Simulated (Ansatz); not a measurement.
## Mg2Si, thickness series

Take Mg2Si (space group Fm-3m, No. 225; a = 6.326 Å) as the base. Axes: x, y, z lie along the cube axes.

Free-standing slabs (3 atom(s) a layer) normal to [111] with 15 Å of vacuum; in-plane cell held at bulk.

Calculations: PBEsol (Ansatz, a first-principles code; PAW; 420 eV plane waves; no spin-orbit coupling).

Candidates:
(a) 3 layers
(b) 6 layers
(c) 1 layer
(d) 5 layers

For the base:

The band gap comes out as 0.12 eV.

**Question.** Order them by band gap, lowest first.

**Answer.** (b) 6 layers (0.28 eV), (d) 5 layers (0.32 eV), (a) 3 layers (0.48 eV), (c) 1 layer (0.76 eV)

No phonon test of stability was made. The zero or small gap of Mg2Si can change with the level of theory.
